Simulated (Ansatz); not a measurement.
Given:

```yaml
crystal:
  lattice:
    - [5.23199, 0.00000, 0.00000]
    - [2.61599, 4.53104, 0.00000]
    - [2.61599, -1.51035, 4.61707]
  atoms:
    - { symbol: Li, position: [0.58682, 0.70659, 0.11977] }
    - { symbol: Li, position: [0.58682, 0.20659, 0.61977] }
    - { symbol: Ta, position: [0.02446, 0.98777, 0.96330] }
    - { symbol: Ta, position: [0.02446, 0.48777, 0.46330] }
    - { symbol: O, position: [0.87355, 0.86589, 0.75535] }
    - { symbol: O, position: [0.11053, 0.26056, 0.75535] }
    - { symbol: O, position: [0.50521, 0.62890, 0.75535] }
    - { symbol: O, position: [0.50521, 0.36589, 0.25535] }
    - { symbol: O, position: [0.11053, 0.12890, 0.25535] }
    - { symbol: O, position: [0.87355, 0.76056, 0.25535] }
```

No spin polarisation.

All numbers come from PBE (Ansatz, a program for electronic structure; PAW; 420 eV plane waves; no spin-orbit coupling), earlier PAW set. Γ-centred 8×8×8 mesh, Fermi–Dirac width 0.05 eV.

Predict the pressure and space group.

The pressure (mean of the normal stresses, compression positive) is -11.5 kbar. The space group is R3c (No. 161).

The cells carry an imposed strain or load. Whether these cells are dynamically stable was not tested. The cell was made from LiTaO₃ (space group R3c, No. 161) by this change: biaxial strain +0.79 %, plane normal [001], relaxed out of plane.
